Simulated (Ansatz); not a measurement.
The decay constant κ of evanescent states in the gap governs leakage through a thin film.

Data:

```
CELL_PARAMETERS angstrom
      4.80503     0.00000     0.00000
     -2.40252     4.16128     0.00000
      2.40251     1.38709     4.37208
ATOMIC_POSITIONS crystal
  Al 0.70420 0.85210 0.44370
  Al 0.29580 0.14790 0.55630
  Al 0.29580 0.64790 0.05630
  Al 0.70420 0.35210 0.94370
  O  0.50000 0.44386 0.75000
  O  0.50000 0.55614 0.25000
  O  0.80614 0.05614 0.75000
  O  0.19386 0.94386 0.25000
  O  0.19386 0.75000 0.75000
  O  0.80614 0.25000 0.25000
```

The cell is taken as given; by r2SCAN it stands under a pressure of -6.9 GPa.

Transport runs along the normal of the first two printed cell vectors, the (001) plane of the conventional cell.

The gap is the functional's own, uncorrected, and κ follows it; spin-orbit coupling is left out. Mid-gap means the computed energy nearest the middle.

Task: Predict the band gap and the smallest decay constant κ at mid-gap from r2SCAN run with Ansatz (an electronic-structure program).

Result: Gap 6.77 eV on a 8×8×8 mesh; κ = 0.391 1/Å, at the zone centre.
